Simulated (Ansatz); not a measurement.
For cubic perovskite BaZrO3, PBE-D3(BJ) (plane waves, PAW; Ansatz, a first-principles code) gives:

```
Property                    Result
------------------  --------------
lattice constant a         4.203 Å
formation enthalpy  -3.373 eV/atom
```

Q: What does r²SCAN+rVV10 in Ansatz (plane waves, PAW) give for the same quantities?

A: 
- lattice constant a: 4.193 Å (shrinks by 0.2 %)
- formation enthalpy: -3.670 eV/atom (moves by -0.297 eV/atom)

For comparison: lattice constant a 4.191 Å (measured, temperature not stated, not corrected to a static lattice; as tabulated in Evaestov et al. (2010), arXiv:1010.1170); formation enthalpy -3.689 eV/atom (measured, 298 K, no zero-point or thermal correction, sources range from -3.689 to -3.667; as tabulated in Friedrich et al. (2018), arXiv:1811.08952).

Changes are worked out from the printed values.

Unless a cell is named, each level is at its own relaxed cell (PBE-D3(BJ) 14.85, r²SCAN+rVV10 14.75 Å³/atom).

Caveats: the relaxation could not lower the start's symmetry, so the cell can be a saddle point above a distorted one (PBE-D3(BJ), r²SCAN+rVV10). Ansatz's density-functional and Hartree–Fock values are scalar-relativistic unless marked +SOC, with PAW data made under PBE.
